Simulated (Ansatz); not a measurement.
Base system: Te (space group P3_121, No. 152; made of chains).

```
CELL_PARAMETERS angstrom
      4.62412     0.00000     0.00000
     -2.31206     4.00460     0.00000
      0.00000     0.00000     5.90339
ATOMIC_POSITIONS crystal
  Te 0.25335 0.00000 0.33333
  Te 0.00000 0.25335 0.66667
  Te 0.74665 0.74665 0.00000
```

Cartesian axes are those of the cell as printed.

Calculations: Ansatz (a program for electronic structure), r2SCAN, PAW, cutoff 500 eV, without spin-orbit coupling.

Base values:

| Quantity | Value |
|---|---|
| Width of the top valence band | 2.25 eV |
| Smallest direct gap | 0.60 eV |
| Band gap | 0.55 eV |
| Electron mass | 0.089 mₑ along c, 0.11 mₑ across (at H) |

Modification: uniaxial strain ε_zz = −0.79 %, all other strain components held at zero; the atoms relax in the strained cell.

Task: How does this affect the stress?

Result: The stress (xx, yy, zz, yz, xz, xy; compression positive) is (0.13, 0.13, 0.47, 0.00, 0.00, 0.00) GPa.

Task: Estimate the effect on the width of the top valence band.

Result: The width of the top valence band grows by 0.05 eV (2.25 eV → 2.30 eV).

Task: How does this affect the smallest direct gap?

Result: The smallest direct gap grows by 0.05 eV (0.60 eV → 0.65 eV).

Task: What does the calculation give for the band gap after the change?

Result: The band gap grows by 0.04 eV to 0.59 eV.

Task: Predict the new electron mass.

Result: The electron mass changes from 0.089 mₑ along c, 0.11 mₑ across (at H) to 0.090 mₑ along z, 0.12 mₑ across (at H).

Spin-orbit coupling, missing from the scalar runs, can matter with Te. Masses are band curvatures over ±0.01 Å⁻¹ around the edge. Stability against distortions was not tested. No dispersion term is included, though the crystal is made of layers, chains or molecules, so its spacings can come out too wide.
